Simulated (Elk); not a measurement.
**Input and output of a self-consistent single point for La2Cu3Ni (Pmm2, 6 atoms in the cell) (Elk)**

Method of the run: PBEsol, all-electron FP-LAPW, Elk's shipped species files, LAPW+lo basis (Elk).

Input as run:

```
tasks
  0

xctype
  22

rgkmax
  7.5

gmaxvr
  16.0

nxoapwlo
  1

swidth
  0.00367493

maxscl
  100

scale
  7.308874835

avec
    1.0000000000    0.0000000000    0.0000000000
    0.0000000000    1.1059650592    0.0000000000
    0.0000000000    0.0000000000    1.8893396317

atoms
  3
  'La.in'
  2
  0.0000000000  0.5000000000  0.0109600000    0.0 0.0 0.0
  0.0000000000  0.0000000000  0.4921300000    0.0 0.0 0.0
  'Cu.in'
  3
  0.5000000000  0.0000000000  0.8333200000    0.0 0.0 0.0
  0.5000000000  0.0000000000  0.1696200000    0.0 0.0 0.0
  0.5000000000  0.5000000000  0.6638100000    0.0 0.0 0.0
  'Ni.in'
  1
  0.5000000000  0.5000000000  0.3301600000    0.0 0.0 0.0

ngridk
  6 5 3
```

Output, abridged:

```
│ Elk code version 10.2.4 │

All units are atomic (Hartree, Bohr, etc.)

│ Ground-state run starting from atomic densities │

Lattice vectors :
   7.308874835       0.000000000       0.000000000
   0.000000000       8.083360190       0.000000000
   0.000000000       0.000000000       13.80894689

Unit cell volume      :    815.8362812
Brillouin zone volume :   0.3040441068

Muffin-tin inner radius fraction :   0.1000000000E-01

Nuclei treated as point charges

Species :    1 (La)
 parameters loaded from : La.in
 name : lanthanum
 nuclear charge    :   -57.00000000
 electronic charge :    57.00000000
 atomic mass :    253209.2364
 muffin-tin radius :    2.800000000
 number of radial points in muffin-tin :    697
 atomic positions (lattice), magnetic fields (Cartesian) :
   1 :   0.50000000  0.00000000  0.68080000    0.00000000  0.00000000  0.00000000
   2 :   0.50000000  0.50000000  0.16197000    0.00000000  0.00000000  0.00000000

Species :    2 (Cu)
 parameters loaded from : Cu.in
 name : copper
 nuclear charge    :   -29.00000000
 electronic charge :    29.00000000
 atomic mass :    115837.2717
 muffin-tin radius :    2.278677565
 number of radial points in muffin-tin :    497
 atomic positions (lattice), magnetic fields (Cartesian) :
   1 :   0.00000000  0.50000000  0.50316000    0.00000000  0.00000000  0.00000000
   2 :   0.00000000  0.50000000  0.83946000    0.00000000  0.00000000  0.00000000
   3 :   0.00000000  0.00000000  0.33365000    0.00000000  0.00000000  0.00000000

Species :    3 (Ni)
 parameters loaded from : Ni.in
 name : nickel
 nuclear charge    :   -28.00000000
 electronic charge :    28.00000000
 atomic mass :    106991.5230
 muffin-tin radius :    2.278677565
 number of radial points in muffin-tin :    497
 atomic positions (lattice), magnetic fields (Cartesian) :
   1 :   0.00000000  0.00000000  0.00000000    0.00000000  0.00000000  0.00000000

Total number of atoms per unit cell :    6

   [... lines left out ...]
Maximum |G| for potential and density :    16.00000000
 potential will be trimmed for |G| > 2 gkmax
Constant for pseudocharge density :   11
Radial integration step length :    4

G-vector grid sizes :     40    42    72
Number of G-vectors :    56479

Maximum angular momentum used for
 APW functions                      :    8
 outer part of muffin-tin           :    6
 inner part of muffin-tin           :    1

Total nuclear charge    :   -229.0000000
Total core charge       :    140.0000000
Total valence charge    :    89.00000000
Total excess charge     :    0.000000000
Total electronic charge :    229.0000000

Effective Wigner radius, rₛ :   0.9474572887

Number of empty states         :   24
Total number of valence states :   69
Total number of core states    :  140

Total number of local-orbitals :   94

Exchange-correlation functional :     22     0     0
 PBEsol, Phys. Rev. Lett. 100, 136406 (2008)
 gradient requirement :    1
 generalised gradient approximation (GGA)

Smearing type :    3
 Fermi-Dirac
Smearing width :   0.3674930000E-02
Effective electronic temperature (K) :    1160.451112

Mixing type :    3
 Broyden mixing, J. Phys. A: Math. Gen. 17, L317 (1984)

Kohn-Sham potential initialised from atomic data
│ Self-consistent loop started │
│ Loop number : 1 │
 total energy                :     -23418.9971309
│ Loop number : 2 │
 total energy                :     -23432.6920079
RMS change in Kohn-Sham potential (target) :    1.101961319     (  0.1000000000E-05)
Absolute change in total energy (target)   :    13.69487705     (  0.1000000000E-03)
│ Loop number : 3 │
 total energy                :     -23432.0485521
RMS change in Kohn-Sham potential (target) :    1.363297017     (  0.1000000000E-05)
Absolute change in total energy (target)   :    2.780263429     (  0.1000000000E-03)
│ Loop number : 4 │
 total energy                :     -23442.3068131
RMS change in Kohn-Sham potential (target) :   0.7639975892     (  0.1000000000E-05)
Absolute change in total energy (target)   :    10.95332685     (  0.1000000000E-03)
│ Loop number : 5 │
 total energy                :     -23463.3153042
RMS change in Kohn-Sham potential (target) :   0.5944772594     (  0.1000000000E-05)
Absolute change in total energy (target)   :    23.74682278     (  0.1000000000E-03)
   [... lines left out ...]
Absolute change in total energy (target)   :   0.4635889491E-04 (  0.1000000000E-03)
│ Loop number : 26 │
 total energy                :     -23469.6302407
RMS change in Kohn-Sham potential (target) :   0.4983106712E-05 (  0.1000000000E-05)
Absolute change in total energy (target)   :   0.9786426381E-04 (  0.1000000000E-03)
│ Loop number : 27 │
 total energy                :     -23469.6304229
RMS change in Kohn-Sham potential (target) :   0.1162310439E-04 (  0.1000000000E-05)
Absolute change in total energy (target)   :   0.2066300985E-03 (  0.1000000000E-03)
│ Loop number : 28 │
 total energy                :     -23469.6301178
RMS change in Kohn-Sham potential (target) :   0.5102910296E-05 (  0.1000000000E-05)
Absolute change in total energy (target)   :   0.2533910738E-03 (  0.1000000000E-03)
│ Loop number : 29 │
 total energy                :     -23469.6302807
RMS change in Kohn-Sham potential (target) :   0.6600944867E-06 (  0.1000000000E-05)
Absolute change in total energy (target)   :   0.9956131544E-04 (  0.1000000000E-03)
Convergence targets achieved

│ Loop number : 30 │

Energies :
 Fermi                       :     0.295861170179
 sum of eigenvalues          :     -14191.3937394
 electron kinetic            :      24766.6633175
 core electron kinetic       :      23945.7830488
 Coulomb                     :     -47573.3753125
 Coulomb potential           :     -38087.5181072
 nuclear-nuclear             :     -2124.31045346
 electron-nuclear            :     -52810.6116109
 Hartree                     :      7361.54675185
 Madelung                    :     -28529.6162589
 xc potential                :     -870.538949762
 exchange                    :     -649.667697009
 correlation                 :     -13.2457560358
 electron entropic           :    -0.479352326808E-02
 total energy                :     -23469.6302416

Density of states at Fermi energy :    108.2493961
 (states/Hartree/unit cell)

Estimated indirect band gap :   0.2711416317E-02
 from k-point     23 to k-point     30
Estimated direct band gap   :   0.6748024543E-02
 at k-point     16

Charges :
 core                        :    140.0000000
 valence                     :    89.00000000
 interstitial                :    8.886250188
 muffin-tins (core leakage)
  species :    1 (La)
   atom    1                 :    54.59568054     (  0.2237564752E-03)
   atom    2                 :    54.59525678     (  0.2238134708E-03)
  species :    2 (Cu)
   atom    1                 :    27.95807664     (  0.3153584161E-03)
   atom    2                 :    27.99956416     (  0.3155203033E-03)
   atom    3                 :    27.96004773     (  0.3152862069E-03)
  species :    3 (Ni)
   atom    1                 :    27.00512396     (  0.5433137433E-03)
 total in muffin-tins        :    220.1137498
 total calculated charge     :    228.9821031
 total charge                :    229.0000000
 error                       :   0.1789692416E-01

│ Self-consistent loop stopped │
```

The run converged in 30 iterations. The count includes the last loop, which Elk runs after its targets are met.

The starting cell comes from a database of computed structures (which also holds hypothetical and non-ambient phases and stackings), without a prior relaxation at this level. Spin polarisation is off. Values depend on the basis (sphere radii, cutoffs, local orbitals), which need not be converged. The log's line on a gap gives a spacing of levels on this mesh, which the program prints for metals too.

Cost on one core of a shared machine: roughly 6 min.
